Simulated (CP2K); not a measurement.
Worked example: self-consistent single point of ZnCu (Pm-3m, 2 atoms in the cell) in CP2K.

Method of the run: PBE, GPW, DZVP-MOLOPT-SR-GTH basis, GTH-PBE potentials (GTH_POTENTIALS) in CP2K.

```
CELL_PARAMETERS angstrom
      2.90040     0.00000     0.00000
      0.00000     2.90040     0.00000
      0.00000     0.00000     2.90040
ATOMIC_POSITIONS crystal
  Zn 0.50000 0.50000 0.50000
  Cu 0.00000 0.00000 0.00000
```

Reference input (self-consistent single point, DFT PBE, GPW, DZVP-MOLOPT-SR-GTH basis, GTH-PBE potentials (GTH_POTENTIALS)): CUTOFF = 600 Ry; REL_CUTOFF = 40 Ry; SMEAR/METHOD = MARZARI_VANDERBILT; SIGMA = 0.1 eV; KPOINTS/SCHEME = MONKHORST-PACK 7 7 7; XC_FUNCTIONAL = PBE; Zn/BASIS_SET = DZVP-MOLOPT-SR-GTH; Zn/POTENTIAL = GTH-PBE-q12; Cu/BASIS_SET = DZVP-MOLOPT-SR-GTH; Cu/POTENTIAL = GTH-PBE-q11; METHOD = GPW; EPS_DEFAULT = 1e-10. This run's input differs from it in these lines:

```diff
@@ -40,3 +40,4 @@
     &KPOINTS
-      SCHEME MONKHORST-PACK 7 7 7
+      SCHEME MONKHORST-PACK 8 8 8
+      GAMMA_CENTERED T
     &END KPOINTS
```

Output (repeated stretches shortened):

```
 SCF WAVEFUNCTION OPTIMIZATION

  Step     Update method      Time    Convergence         Total energy    Change
     1 NoMix/Diag. 0.20E+00      -     1.54977489      -108.8293599392 -1.09E+02
     2 Broy./Diag. 0.20E+00      -     0.07790755      -110.4528144668 -1.62E+00
     3 Broy./Diag. 0.20E+00      -     0.06313905      -109.5155861843  9.37E-01
     4 Broy./Diag. 0.20E+00      -     0.02221059      -108.8293394620  6.86E-01
     5 Broy./Diag. 0.20E+00      -     0.01060032      -108.6030683978  2.26E-01
     6 Broy./Diag. 0.20E+00      -     0.00230012      -108.6743228641 -7.13E-02
   [... 6 lines left out ...]
    13 Broy./Diag. 0.20E+00      -     0.00000942      -108.6585725182  1.55E-06
    14 Broy./Diag. 0.20E+00      -     0.00000149      -108.6586541574 -8.16E-05
    15 Broy./Diag. 0.20E+00      -     0.00000117      -108.6586676997 -1.35E-05
    16 Broy./Diag. 0.20E+00      -     0.00000006      -108.6586723093 -4.61E-06
  *** SCF run converged in    16 steps ***

  Overlap energy of the core charge distribution:               0.00000002435144
  Self energy of the core charge distribution:               -144.05306736421903
  Core Hamiltonian energy:                                     47.25385680856998
  Hartree energy:                                               4.95160246117682
  Exchange-correlation energy:                                -16.81111155180568
  Smearing free energy correction:                              0.00004731265961
  Fermi energy:                                                 0.25619665169707

  Total energy:                                              -108.65867230929020

 ENERGY| Total FORCE_EVAL ( QS ) energy [hartree]           -108.658672137196277

 FORCES| Atomic forces [hartree/bohr]
   [... lines left out ...]

 STRESS| Analytical stress tensor [bar]
 STRESS|                        x                   y                   z
 STRESS|      x        1.11879112989E+05   1.27439828171E-03   1.27439833555E-03
 STRESS|      y        1.27439828171E-03   1.11879056325E+05   1.27440529966E-03
 STRESS|      z        1.27439833555E-03   1.27440529966E-03   1.11879094152E+05
 STRESS| 1/3 Trace                                             1.11879087822E+05
```

The run converged in 16 iterations. Against the reference run the free energy rises by 5.6 meV/atom and the pressure goes from 10.70 to 11.19 GPa.

The starting cell comes from a database of computed structures (which also holds hypothetical and non-ambient phases and stackings), without a prior relaxation at this level. Its lattice was rescaled by a random factor within 2.5 % of one. Spin polarisation is off. Values carry the incompleteness of an atom-centred basis.

Cost on one core of a shared machine: roughly 2 min.
